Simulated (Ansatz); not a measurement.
**LaMnO3: pressure series**

The parent structure is LaMnO3 (space group C2/c, No. 15; a = 9.3679 Å, b = 5.4931 Å, c = 5.4222 Å, α = 90.00°, β = 124.25°, γ = 90.00°; ferromagnetic; a cell from a computed database, its experimental status unchecked).

Cell and atoms are relaxed at each pressure.

The values are results of PBEsol, PAW, 420 eV (Ansatz, a quantum-chemistry and plane-wave program; no spin-orbit coupling), not measurements.

Notes on the quantities. enthalpy: H = E + PV relative to the base's energy.

```
variant              density       enthalpy  shortest interatomic distance
----------------  ----------  -------------  -----------------------------
base              6.97 g/cm³              –                        1.957 Å
pressure 0.3 GPa  6.98 g/cm³  +0.02 eV/atom                        1.956 Å
pressure 0.7 GPa  7.00 g/cm³  +0.05 eV/atom                        1.954 Å
pressure 1.5 GPa  7.03 g/cm³  +0.11 eV/atom                        1.950 Å
pressure 3 GPa             ?  +0.21 eV/atom                              ?
pressure 5 GPa    7.20 g/cm³  +0.35 eV/atom                        1.932 Å
pressure 7.5 GPa  7.33 g/cm³  +0.53 eV/atom                        1.916 Å
```

**Question.** Fill in the withheld entries from the trend.

**Answer.** 
- pressure 3 GPa, density: 7.10 g/cm³
- pressure 3 GPa, shortest interatomic distance: 1.943 Å

Load acts through the strain it causes; cell and atoms are relaxed under it. Whether these cells are dynamically stable was not tested. No other phases were tried under pressure. No Hubbard U is applied and the magnetic state is the run's own (LaMnO3 ferromagnetic); small cells can't hold the antiferromagnetic order that many such compounds have, so gaps and moments can be off.
